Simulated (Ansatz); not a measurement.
The structure below was relaxed with Kohn–Sham DFT with the PBEsol functional, run in Ansatz (a program for electronic structure) with PAW and 420 eV plane waves, no spin-orbit coupling, at pressure −1 GPa.

```yaml
crystal:
  lattice:
    - [0.00000, 3.05715, 3.05715]
    - [3.05715, 0.00000, 3.05715]
    - [3.05715, 3.05715, 0.00000]
  atoms:
    - { symbol: Sr, position: [0.00000, 0.00000, 0.00000] }
```

Find the space group and the Wyckoff positions.

Space group Fm-3m (No. 225); a = 6.1143 Å, b = 6.1143 Å, c = 6.1143 Å, α = 90.00°, β = 90.00°, γ = 90.00°

| atom | site | symmetry | x | y | z |
|---|---|---|---|---|---|
| Sr | 4a | m-3m | 0.0000 | 0.0000 | 0.0000 |

Describe the coordination.

The crystal has 4 atoms in its conventional cell. Conventional cell: a = b = c = 6.114 Å, α = β = γ = 90.00°. Sr sees 12 Sr at 4.323 Å (cuboctahedral). (Neighbours: up to the widest gap in distance over summed covalent radii, below 1.35, at either atom.)

Load acts through the strain it causes; cell and atoms are relaxed under it. No phonon test of stability was made. The cell was made from Sr in the fcc (Cu type) structure (space group Fm-3m, No. 225) by this change: pressure −1 GPa.
